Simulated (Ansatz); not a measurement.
H interstitial started on F in rock-salt LiF (start: bound to F, open side; 64-site cell, 2×2×2 shifted sampling). Level of theory: PBE, PAW (plane waves to 420 eV; Ansatz, an electronic-structure program). Total energies of the localised charge states, counted from that of charge +1, and their image corrections (point charge with alignment); the host's valence-band maximum lies at 0.763 eV on the cells' energy zero and its gap is 8.83 eV.

```
charge         moment (μB)  E − E(first) (eV)  correction (eV)
------  ------------------  -----------------  ---------------
+1      not spin-polarised              0.000            0.270
0                      1.0              6.841            0.000
−1      not spin-polarised             12.252            0.201
```

Task: Derive the transition levels above the valence-band maximum and say which of them are thermodynamic.

Result: A level is the Fermi energy at which two charges have equal formation energy: ε(q/q′) = [E(q′) + corr(q′) − E(q) − corr(q)] / (q − q′) − E_VBM.
ε(+1/0) = [(6.841 + 0.000) − (0.000 + 0.270)] / 1 − 0.763 = 5.81 eV
ε(0/−1) = [(12.252 + 0.201) − (6.841 + 0.000)] / 1 − 0.763 = 4.85 eV
Charge 0 lies above the lower envelope where its neighbours cross, so the level that counts is ε(+1/−1) = [(12.252 + 0.201) − (0.000 + 0.270)] / 2 − 0.763 = 5.33 eV.
Thermodynamic levels at least 0.1 eV inside the gap: (+1/−1) at 5.33 eV. They hold to tenths of an eV in this cell. Only the charges listed were compared. The geometries come from one start. Flagged in the runs: a doubtful potential alignment.
